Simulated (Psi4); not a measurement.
Psi4 1.11, WB97X/def2-svp: Ta(Cl)3(NH2)2 ([NH2][Ta]([NH2])([Cl])([Cl])[Cl]), 10 atoms. The geometry is a generated start, not checked to be a minimum at this level.

| Item | Result |
|---|---|
| task | energy |
| method | wb97x |
| basis | def2-svp |
| memory | 3 GB |
| maxiter | 100 |
| keys of the molecule block | symmetry c1 |
| scf_type | df (default) |
| e_convergence | 1e-06 (default) |
| d_convergence | 1e-06 (default) |
| dft_radial_points | 75 (default) |
| dft_spherical_points | 302 (default) |
| effective core potentials | those of the basis set, past Kr |
| basis functions | 134 |
| grid points | 214314 |

```xyz
10

Ta     0.0037     0.4855     0.0197
Cl     1.8465     0.1445     1.3551
Cl    -1.8431     0.4005    -1.3420
Cl     0.0407     2.7253     0.1147
N      1.0569    -0.3583    -1.4453
H      0.7095    -0.6077    -2.3670
H      1.9917    -0.7477    -1.3699
N     -1.0621    -0.4565     1.4140
H     -0.7055    -0.8597     2.2750
H     -2.0383    -0.7259     1.3457
```

Charge 0 and multiplicity 1 are set for this test and not shown to be the ground state.

With the defaults (damping_percentage = 0, diis = true, scf_initial_accelerator = adiis, diis_max_vecs = 10, guess = auto, which took SAD, soscf = false, soscf_start_convergence = 0.01, diis_start = 1) it converges in 10 SCF iterations. One run each on 2 threads, with these changes:
- guess = sapgau
- soscf = true, soscf_start_convergence = 0.1
- damping_percentage = 60, diis = false, scf_initial_accelerator = none
- diis_max_vecs = 6
- diis_start = 4
- guess = modhuckel
- damping_percentage = 60
- guess = core
- scf_initial_accelerator = ediis

Q: Which of these changes keep the SCF from converging, or lead it to another solution?

A: No convergence: damping_percentage = 60; damping_percentage = 60, diis = false, scf_initial_accelerator = none (the run ends without SCF convergence in 100 iterations). The rest reach the solution of the defaults.

| setting | SCF iterations | JK calls | end |
|---|---|---|---|
| soscf = true, soscf_start_convergence = 0.1 | 6 | 22 | same solution |
| the defaults | 10 | 11 | same solution |
| scf_initial_accelerator = ediis | 10 | 11 | same solution |
| diis_max_vecs = 6 | 11 | 12 | same solution |
| guess = modhuckel | 11 | 37 | same solution |
| guess = core | 13 | 13 | same solution |
| guess = sapgau | 14 | 14 | same solution |
| diis_start = 4 | 15 | 16 | same solution |
| damping_percentage = 60 | 100 | 101 | no convergence |
| damping_percentage = 60, diis = false, scf_initial_accelerator = none | 100 | 101 | no convergence |

An SOSCF iteration holds several JK calls; a Hückel guess adds calls on atoms.
